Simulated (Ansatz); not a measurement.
**Step by step: formation energy of PtSe2 (CdI2 type, P-3m1) from the elements**

We look at the formation energy of PtSe2 (CdI2 type, P-3m1) from the elements. Reaction: 2 Se (P3₁21) + Pt (fcc) → PtSe2 (CdI2 type). Negative: the products are lower in energy. The value is per atom of the solid.

PtSe2 (CdI2 type, P-3m1), 3 atoms in the cell; metallic (partly filled levels) with PBE. Conventional cell: a = 3.771 Å, b = 3.771 Å, c = 4.824 Å, α = 90.00°, β = 90.00°, γ = 120.00°.

Setting: static, neutral cells in Ansatz (PAW) whose structures rest at the PBE+D3(BJ) level. Ansatz (a quantum-chemistry and plane-wave program) runs with its PAW set soft_1. Other levels take these structures. The lattices are those relaxed with PBE+D3(BJ), so at other levels the solids can be strained, which adds to the spread. Space groups of crystals are read within 0.01 Å. Spin-orbit coupling is left out.

Total energies of the cells in eV, at zero smearing width. They compare only within one column; the weights balance every element.

```tsv
cell	atoms	weight	r2SCAN+D4	PBEsol
PtSe2 (CdI2 type)	3	+3/2	-23496.33619	-23235.04663
Se (P3₁21)	3	−1	-16434.71646	-16272.64646
Pt (fcc)	1	−3/2	-12538.50699	-12385.38590
```

r2SCAN+D4: 3/2 × (-23496.33619) − (-16434.71646) − 3/2 × (-12538.50699) = -2.027 eV; dividing by 9/2 atoms gives -0.45 eV/atom.

PBEsol: 3/2 × (-23235.04663) − (-16272.64646) − 3/2 × (-12385.38590) = -1.845 eV; dividing by 9/2 atoms gives -0.41 eV/atom.

What follows from the r2SCAN+D4 value: A formula unit of PtSe2 has 3 atoms, so it forms with -0.4505 × 3 = -1.352 eV, or -130.4 kJ/mol at 96.485 kJ/mol per eV.
